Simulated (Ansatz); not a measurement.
GaS (R-3m, No. 166, 4 atoms in the cell; start mp-9889; a measured phase of this formula has another space group), treated with LDA (PAW; Ansatz, an electronic-structure program).

Settings: plane-wave cutoff 500 eV, 12×12×12 k mesh, gaussian smearing 0.02 eV, scalar-relativistic PAW data made under PBE.

Cell (relaxed at this level):

```cif
data_Ga2S2
_chemical_formula_sum 'Ga2 S2'
_space_group_name_H-M_alt 'P 1'
_space_group_IT_number 1
_cell_length_a 7.84979
_cell_length_b 7.84979
_cell_length_c 7.84979
_cell_angle_alpha 26.110
_cell_angle_beta 26.110
_cell_angle_gamma 26.110
loop_
_space_group_symop_operation_xyz
  'x, y, z'
loop_
_atom_site_label
_atom_site_type_symbol
_atom_site_fract_x
_atom_site_fract_y
_atom_site_fract_z
_atom_site_occupancy
Ga1 Ga 0.94711 0.94711 0.94711 1
Ga2 Ga 0.05289 0.05289 0.05289 1
S1 S 0.23318 0.23318 0.23318 1
S2 S 0.76682 0.76682 0.76682 1
```

Q: Estimate the band gap that the calculation returns.

A: 
- band gap: 1.40 eV (on the SCF k mesh)

Note: the relaxation could not lower the start's symmetry, so the cell can be a saddle point above a distorted one.

Spin–orbit coupling is not included.

A start named mp-… is a Materials Project structure, which need not be a measured phase.
